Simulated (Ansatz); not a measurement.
# ZnS: pressure series

Consider ZnS in the zinc blende structure (space group F-43m, No. 216; a = 5.357 Å).

Cell and atoms are relaxed at each pressure.

All numbers come from Ansatz (an electronic-structure program), PBEsol, PAW, cutoff 420 eV, no spin-orbit coupling.

```tsv
P (GPa)	V (Å³/atom)
-1.99	19.731
-0.99	19.460
0.91	18.997
2.11	18.731
4.50	18.258
8.99	17.510
14.99	16.712
22.48	15.922
29.98	15.284
```

**Question.** Fit a third-order Birch–Murnaghan equation of state.

**Answer.** Least squares on P(V) = (3B₀/2)[(V₀/V)^(7/3) − (V₀/V)^(5/3)]·[1 + (3/4)(B₀′ − 4)((V₀/V)^(2/3) − 1)] gives V₀ = 19.21 Å³/atom, B₀ = 79 GPa and B₀′ = 4.4.

Measured bulk modulus of ZnS: 77.1 GPa (temperature not stated; as listed in Cormac Toher et al., Physical Review Materials (2017)); the computed value is for a static lattice, so the two differ by thermal effects too.

Between the base and pressure 9 GPa the gap moves from 2.09 eV to 2.49 eV, a mean slope of 45 meV/GPa.

Load acts through the strain it causes; cell and atoms are relaxed under it. Whether these cells are dynamically stable was not tested. Measured, ZnS leaves this structure (for rock salt) near 14.7 GPa (temperature not stated; as listed in Datta, Sujoy, Jana, Debnarayan, arXiv (2020)), on rising pressure, with hysteresis.
